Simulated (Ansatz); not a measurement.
Output of an Ansatz run (abridged):

```
WARN basis.ecutwfc = 420 eV, the default
WARN ansatz: RAYON_NUM_THREADS=1 ignored (pool sized by the plan → 1); use --threads N
Pseudopotentials: kind: paw
Pseudopotential: K, paw, valence charge 9
Pseudopotential: Au, paw, valence charge 19
Pseudopotential: Sn, paw, valence charge 14
Crystal: 14 atoms, lattice volume = 320.044 Å³
Basis set: ecut = 420 eV, 6249 PW (Γ)
Bands: 136, of which v1, the nominal top of the filled ones, is band 113 counted from 1 (112 counted from 0)
Symmetry: 8 space group operations
Space group: I-4c2 (ITA 120), of the structure as read, at distance tolerance 6.8e-5 Å
k-points: 6 of 27 (time reversal used)
PAW frozen core: K, regenerated for the run's functional, and the local potential with it
PAW frozen core: Au, regenerated for the run's functional, and the local potential with it
PAW frozen core: Sn, regenerated for the run's functional, and the local potential with it
Initial density: superposition of atomic densities (neutral atoms: chi_scale 0, normalization atom), corrected by the library's trained network
Initial wavefunctions: pseudopotential atomic-orbital guess
Eigensolver: davidson
Functional: x = slater, c = lda
SCF iter   1: F=—  HF=-129433.625165 eV  |F-HF|=—  |Δ(HF+E_count)|=         —  Δρ=6.38e-3  dr2=8.52e-2  ethr=1.77e-3  ⟨swp⟩=5.7  Hψ=3024  notcnv=0  defer=25
all-band conjugate gradients solve this SCF's bands
preconditioner: auto → LDOS
SCF iter   2: F=—  HF=-129433.612134 eV  |F-HF|=—  |Δ(HF+E_count)|=   1.30e-2  Δρ=3.43e-3  dr2=3.37e-2  ethr=3.77e-5  ⟨swp⟩=2.0  Hψ=1473  notcnv=0  defer=81
SCF iter   3: F=—  HF=-129433.597315 eV  |F-HF|=—  |Δ(HF+E_count)|=   1.48e-2  Δρ=7.59e-4  dr2=1.90e-3  ethr=1.49e-5  ⟨swp⟩=2.0  Hψ=1266  notcnv=0  defer=81
SCF iter   4: F=—  HF=-129433.596790 eV  |F-HF|=—  |Δ(HF+E_count)|=   5.24e-4  Δρ=1.69e-4  dr2=7.08e-5  ethr=8.41e-7  ⟨swp⟩=2.2  Hψ=1098  notcnv=0  defer=81
SCF iter   5: F=—  HF=-129433.596619 eV  |F-HF|=—  |Δ(HF+E_count)|=   1.71e-4  Δρ=4.21e-5  dr2=5.98e-6  ethr=3.13e-8  ⟨swp⟩=2.0  Hψ=1209  notcnv=0  defer=81
SCF iter   6: F=—  HF=-129433.596618 eV  |F-HF|=—  |Δ(HF+E_count)|=   4.81e-7  Δρ=1.65e-5  dr2=1.59e-6  ethr=2.65e-9  ⟨swp⟩=2.0  Hψ=1210  notcnv=0  defer=81
SCF iter   7: F=-129433.596618 eV  HF=-129433.596618 eV  |F-HF|=4.22e-9  |Δ(HF+E_count)|=   3.83e-7  Δρ=3.43e-6  dr2=2.59e-8  ethr=4.42e-11  ⟨swp⟩=10.7  Hψ=4722  notcnv=0
SCF 1 converged in 7 iterations: F = -129433.596618 eV  dr2 = 2.59e-8
SCF converged after 7 iterations
Free energy (F): -129433.596618 eV
Harris-Foulkes:  -129433.596618 eV  (|F-HF|=4.22e-9)
Internal energy: -129433.546936 eV  (E = F + TS)
E sigma→0 (E₀):  -129433.571777 eV
Entropy (-TS):   -0.049682 eV (-3.549 meV/atom)
Fermi energy:    13.174265 eV
--- Per-component energies (eV) ---
  E_band       = -3094.796301
  E_kinetic    = 6107.672430
  E_local      = -26526.181893  (includes V_loc(G=0)·N_el)
  E_nonlocal   = 563.548048
  E_hartree    = 12057.577959
  E_xc         = -3597.857358
  E_vxc        = -2925.147562  (∫ρ·V_xc dr)
  E_paw        = -92858.284227  (= ΣΔE_a)
  E_vpaw       = -4429.851442  (= ΣTr[D̂ρ^β])
  E_aug_tail   = 0.010293  (compensation charges beyond the density's cutoff)
  E_ewald      = -25186.428521
  E_core_change = 6.396334  (= ΣΔE_core)
  E_smearing   = -0.049682  (= −TS)
  E_closure    = 0.000000  (closes the sum)
  Σ components = -129433.596618   (vs F -129433.596618, Δ=0.00e0)
--- Forces (eV/Å), atoms counted from 1 ---
  atom   1  K      0.00000000    -0.00000000    -0.00000000
  atom   2  K     -0.00000000     0.00000000    -0.00000000
  atom   3  Au    -0.10538715    -0.11391890    -0.16014161
  atom   4  Au    -0.11391890     0.10538715     0.16014161
  atom   5  Au     0.10538715     0.11391890    -0.16014161
  atom   6  Au     0.11391890    -0.10538715     0.16014161
  atom   7  Au     0.10538715    -0.11391890    -0.16014161
  atom   8  Au     0.11391890     0.10538715     0.16014161
  atom   9  Au    -0.10538715     0.11391890    -0.16014161
  atom  10  Au    -0.11391890    -0.10538715     0.16014161
  atom  11  Sn     0.07903552     0.07903552     0.00000000
  atom  12  Sn     0.07903552    -0.07903552    -0.00000000
  atom  13  Sn    -0.07903552    -0.07903552    -0.00000000
  atom  14  Sn    -0.07903552     0.07903552     0.00000000
  max |Σ_I F_I| component: 4.16e-17 eV/Å
--- Stress (GPa, compression-positive) ---
       -2.904495       0.000000       0.000000
        0.000000      -2.904495       0.000000
        0.000000       0.000000       0.064638
  P = ⅓ Tr σ = -1.9148 GPa (-19.148 kbar)
  The stress holds the Pulay correction. Without it, at fixed plane waves, as pw.x and ABINIT print it: P = -1.9525 GPa
--- Band table (eV; the first three rows and the last of 6) ---
  k-point 0: bands = ["-92.7712", "-92.7693", "-92.7676", "-92.7676", "-92.7648", "-92.7648", "-92.7631", "-92.7612", "-44.2424", "-44.2405", "-44.2237", "-44.2237", "-44.1346", "-44.1346", "-44.1227", "-44.1105", "-44.0964", "-44.0882", "-44.0800", [...]
  k-point 1: bands = ["-92.7709", "-92.7699", "-92.7676", "-92.7674", "-92.7650", "-92.7648", "-92.7625", "-92.7616", "-44.2420", "-44.2409", "-44.2239", "-44.2237", "-44.1352", "-44.1347", "-44.1155", "-44.1085", "-44.1007", "-44.0989", "-44.0800", [...]
  k-point 2: bands = ["-92.7704", "-92.7693", "-92.7686", "-92.7686", "-92.7638", "-92.7638", "-92.7631", "-92.7621", "-44.2375", "-44.2372", "-44.2293", "-44.2276", "-44.1308", "-44.1292", "-44.1208", "-44.1208", "-44.0987", "-44.0883", "-44.0818", [...]
  k-point 5: bands = ["-92.7706", "-92.7701", "-92.7683", "-92.7669", "-92.7656", "-92.7642", "-92.7624", "-92.7619", "-44.2415", "-44.2410", "-44.2279", "-44.2198", "-44.1366", "-44.1337", "-44.1113", "-44.1067", "-44.1021", "-44.1011", "-44.0920", [...]
```

The structure:

```
CELL_PARAMETERS angstrom
     -4.42350     4.42350     4.08900
      4.42350    -4.42350     4.08900
      4.42350     4.42350    -4.08900
ATOMIC_POSITIONS crystal
  K  0.50000 0.00000 0.50000
  K  0.00000 0.50000 0.50000
  Au 0.24260 0.23030 0.30270
  Au 0.76970 0.07240 0.01230
  Au 0.92760 0.93990 0.69730
  Au 0.06010 0.75740 0.98770
  Au 0.74260 0.43990 0.01230
  Au 0.26970 0.25740 0.69730
  Au 0.42760 0.73030 0.98770
  Au 0.56010 0.57240 0.30270
  Sn 0.60600 0.60600 0.71200
  Sn 0.39400 0.10600 0.00000
  Sn 0.89400 0.89400 0.28800
  Sn 0.10600 0.39400 0.00000
```

**Question.** What input produced this log?

**Answer.** Other spellings and defaults could give the same log, and not every line can be read from it. The input that was run (DFT, LDA (PW92), plane waves, default PAW files made with PBE):

Ansatz 0.2 input:
```yaml
crystal:
  lattice:
    - [-4.423500, 4.423500, 4.089000]
    - [4.423500, -4.423500, 4.089000]
    - [4.423500, 4.423500, -4.089000]
  atoms:
    - { symbol: K, position: [0.500000, 0.000000, 0.500000] }
    - { symbol: K, position: [0.000000, 0.500000, 0.500000] }
    - { symbol: Au, position: [0.242600, 0.230300, 0.302700] }
    - { symbol: Au, position: [0.769700, 0.072400, 0.012300] }
    - { symbol: Au, position: [0.927600, 0.939900, 0.697300] }
    - { symbol: Au, position: [0.060100, 0.757400, 0.987700] }
    - { symbol: Au, position: [0.742600, 0.439900, 0.012300] }
    - { symbol: Au, position: [0.269700, 0.257400, 0.697300] }
    - { symbol: Au, position: [0.427600, 0.730300, 0.987700] }
    - { symbol: Au, position: [0.560100, 0.572400, 0.302700] }
    - { symbol: Sn, position: [0.606000, 0.606000, 0.712000] }
    - { symbol: Sn, position: [0.394000, 0.106000, 0.000000] }
    - { symbol: Sn, position: [0.894000, 0.894000, 0.288000] }
    - { symbol: Sn, position: [0.106000, 0.394000, 0.000000] }
kpoints:
  mp_grid: { grid: [3, 3, 3] }
hamiltonian:
  xc: lda
  pseudopotentials: { kind: paw }
scf:
  occupations: { method: fermi_dirac, width: 0.05 eV }
output:
  forces: true
  eigenvalues: true
  stress: true
```

The starting cell comes from a database of published, mostly measured structures (it also holds non-ambient and calculated ones), without a prior relaxation at this level. Spin-orbit coupling is off. Ansatz's pressure includes its estimate of the finite-basis (Pulay) stress.

Ansatz is a quantum-chemistry and plane-wave program.
